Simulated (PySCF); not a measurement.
PySCF 2.14.0, WB97X/def2-svp, df: Sn(H)(F)(Me)2 ([CH3][SnH]([CH3])[F]), 11 atoms. The geometry is a generated start, not checked to be a minimum at this level.

| Item | Result |
|---|---|
| task | energy |
| method | wb97x |
| basis | def2-svp |
| two-electron scheme | density fitting |
| mol.max_memory | 3000 MB |
| mf.max_cycle | 100 |
| mf.init_guess | minao (default) |
| mf.conv_tol | 1e-09 (default) |
| mf.grids.level | 3 (default) |
| effective core potentials | those of the basis set, past Kr |
| basis functions | 103 |
| grid points | 133112 |

```xyz
11

Sn    -0.0423     0.5417    -0.4824
C      1.8271    -0.5326    -0.1741
C     -1.8286    -0.2324     0.4918
F      0.2736     2.1941     0.5386
H     -0.2743     1.2192    -2.0417
H      1.6772    -1.5965    -0.3203
H      2.5926    -0.1763    -0.8551
H      2.1415    -0.3466     0.8464
H     -2.4386     0.6002     0.8237
H     -2.4027    -0.8527    -0.1825
H     -1.5254    -0.8182     1.3556
```

With the defaults (mf.diis = true, mf.diis_damp = 0, mf.level_shift = 0, mf.diis_space = 8, mf.damp = 0, mf.diis_start_cycle = 1, mf.DIIS = CDIIS) it converges in 12 Fock builds. One run each on 2 threads, 1 BLAS thread, with these changes:
- mf.diis = false
- mf.level_shift = 0.3 Hartree
- mf.damp = 0.3, mf.diis_start_cycle = 4
- mf.DIIS = ADIIS
- mf.diis_space = 3
- mf.diis = false, mf.damp = 0.7, mf.diis_start_cycle = 999
- mf.diis_damp = 0.3
- mf.level_shift = 0.1 Hartree
- mf.diis_space = 5

### Question
Which of these changes keep the SCF from converging, or lead it to another solution?

### Answer
No convergence: mf.diis = false (the run ends without SCF convergence in 100 cycles). The rest reach the solution of the defaults.

```csv
setting,Fock builds,end
the defaults,12,same solution
mf.diis_damp = 0.3,12,same solution
mf.level_shift = 0.1 Hartree,13,same solution
mf.diis_space = 5,13,same solution
"mf.damp = 0.3, mf.diis_start_cycle = 4",13,same solution
mf.diis_space = 3,15,same solution
mf.level_shift = 0.3 Hartree,15,same solution
mf.DIIS = ADIIS,16,same solution
"mf.diis = false, mf.damp = 0.7, mf.diis_start_cycle = 999",38,same solution
mf.diis = false,101,no convergence
```
